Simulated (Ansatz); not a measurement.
## BeS: pressure series

The reference is BeS in the zinc blende structure (space group F-43m, No. 216; a = 4.8686 Å).

Cell and atoms are relaxed at each pressure.

Calculations: Ansatz (an electronic-structure program), r2SCAN, PAW, cutoff 500 eV, no spin-orbit coupling.

Candidates:
(a) pressure 0.9 GPa
(b) pressure −1 GPa
(c) pressure 4.5 GPa
(d) pressure 15 GPa
(e) pressure 30 GPa

Before the change:

| Property | Result |
|---|---|
| Band gap | 3.59 eV |

Q: Order them by band gap, lowest first.

A: (e) pressure 30 GPa (3.02 eV), (d) pressure 15 GPa (3.28 eV), (c) pressure 4.5 GPa (3.49 eV), (a) pressure 0.9 GPa (3.57 eV), (b) pressure −1 GPa (3.61 eV)

Load acts through the strain it causes; cell and atoms are relaxed under it. Whether these cells are dynamically stable was not tested. No other phases were tried under pressure.
